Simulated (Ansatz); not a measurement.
```yaml
crystal:
  lattice:
    - [5.43164, 0.00000, 0.00000]
    - [-2.71582, 4.70394, 0.00000]
    - [0.00000, 0.00000, 4.31211]
  atoms:
    - { symbol: Mo, position: [0.66667, 0.33333, 0.25000] }
    - { symbol: Mo, position: [0.33333, 0.66667, 0.75000] }
    - { symbol: Ru, position: [0.83358, 0.16642, 0.75000] }
    - { symbol: Ru, position: [0.16642, 0.83358, 0.25000] }
    - { symbol: Ru, position: [0.66716, 0.83358, 0.25000] }
    - { symbol: Ru, position: [0.33284, 0.16642, 0.75000] }
    - { symbol: Ru, position: [0.83358, 0.66716, 0.75000] }
    - { symbol: Ru, position: [0.16642, 0.33284, 0.25000] }
```

MoRu3 (P6_3/mmc), PBEsol, DFPT electron-phonon coupling, linearised Boltzmann equation (plane waves, PAW, scalar-relativistic; Ansatz, a program for electronic structure): the phonon-limited resistivity at 300 K is 24.9 μΩ·cm (x, the basal plane), 24.9 μΩ·cm (y, the basal plane), 12.3 μΩ·cm (z, c). Third figures are kept for the arithmetic.

**Question.** Bound the resistivity of a random, dense polycrystal without boundary scattering, and give the anisotropy.

**Answer.** Largest over smallest: 2.0. Upper bound, grains in series: (24.9 + 24.9 + 12.3)/3 = 21 μΩ·cm. Lower bound, grains side by side: 3/Σ(1/ρ) = 18.6 μΩ·cm. The best single-crystal direction lies 34 % under the lower bound.

A metal at this level (no band gap). Only scattering by harmonic phonons is included (no impurities, grain boundaries, electron-electron scattering or thermal expansion). Spin-orbit coupling is left out. Halving the electron mesh (20x20x20) moves the resistivity by up to 4 % at 300 K, the mean free path by up to 7 %. Smearing 0.20 eV; phonons on a 3x3x3 q mesh, which this run doesn't test.

Computed structure with no diffraction record at hand here (it may be known, metastable or hypothetical): MoRu3 (P6_3/mmc).
